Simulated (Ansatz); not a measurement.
CsCl-type RuAl, relaxed in Ansatz (plane waves) with several semilocal functionals. Each gives its own volume and its own elastic constant C11:

```tsv
level	V0 (Å³/atom)	elastic constant C11 (GPa)	ln V0	ln C11
LDA	12.883	356.4	2.5559	5.8761
PBEsol	13.179	338.0	2.5786	5.8230
r²SCAN+rVV10	13.179	353.1	2.5786	5.8668
r²SCAN	13.262	346.7	2.5849	5.8485
RPBE	13.788	301.2	2.6238	5.7078
BLYP	14.004	285.9	2.6393	5.6556
```

Question: Fit a straight line to ln C11 against ln V0. What does it predict for PBE, whose volume is 13.550 Å³/atom?

Answer: With x = ln V0 and y = ln C11: means 2.59352 and 5.79630; Σ(Δx Δy) = -0.01402, Σ(Δx²) = 0.004947, so the slope is -2.83. At x = 2.6064 the line gives y = 5.79630 + (-2.83) × (2.6064 − 2.59352) = 5.7598, or 317.3 GPa. The run with PBE gives 315.3 GPa, -0.6 % from the line. The rows used scatter about it by up to 2.9 %, while the largest value lies 25 % above the smallest.

Ansatz's density-functional and Hartree–Fock values are scalar-relativistic unless marked +SOC, with PAW data made under PBE.

Ansatz is a first-principles code.
